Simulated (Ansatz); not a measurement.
Results of PBEsol in Ansatz (PAW) for PbIF (P4/nmm, No. 129, 6 atoms in the cell; start mp-22969).

Run with plane-wave cutoff 500 eV, 10×10×4 k mesh (along the axes of the cell as run), Fermi–Dirac smearing 0.05 eV, scalar-relativistic PAW data made under PBE.

Cell (relaxed at this level):

Space group P4/nmm, origin choice 1 (No. 129); a = 4.1596 Å, b = 4.1596 Å, c = 9.1228 Å, α = 90.00°, β = 90.00°, γ = 90.00°

```csv
atom,site,symmetry,x,y,z
Pb,2c,4mm,0.5000,0.0000,0.1598
I,2c,4mm,0.0000,0.5000,0.3322
F,2a,-4m2,0.0000,0.0000,0.0000
```

Estimate the band gap that the calculation returns.


* **band gap**: 1.85 eV (on the SCF k mesh)

Note: the relaxation could not lower the start's symmetry, so the cell can be a saddle point above a distorted one; the cell has widely spaced layers and the level no dispersion term, so their spacing and the moduli can rest on weak binding.

Spin–orbit coupling is not included; with these elements it can move the gap by several tenths of an eV or more.

Cost on a shared machine: very roughly 5 core-minutes.

A start named mp-… is a Materials Project structure, which need not be a measured phase.

Ansatz is a first-principles code.
